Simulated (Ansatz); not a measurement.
# Harmonic thermodynamics of NaI (rock salt, Fm-3m)

Per mole of formula units at the relaxed static volume; finite displacements on a 6×6×6 mesh, PBE density-functional theory in Ansatz (plane waves, PAW), k mesh 6×6×6; sums on an interpolated 12×12×12 mesh. Spin-orbit coupling is not included. Zero-point energy 2.98 kJ/mol.

```tsv
T (K)	F_vib (kJ/mol)	S (J/mol/K)	C_V (J/mol/K)
100	0.68	49.8	43.7
150	-2.30	68.3	46.9
200	?	?	?
250	-10.44	92.8	48.8
300	-15.31	101.7	49.1
400	-26.22	115.9	49.4
600	-51.54	136.0	49.7
800	-80.24	150.3	49.8
1000	-111.44	161.4	49.8
```

Task: Fill in the missing entries.

Result: 
- 200, F_vib (kJ/mol): -6.07
- 200, S (J/mol/K): 82.0
- 200, C_V (J/mol/K): 48.2

No phase change or melting is allowed for: the numbers belong to this structure as given.

Ansatz is a quantum-chemistry and plane-wave program.
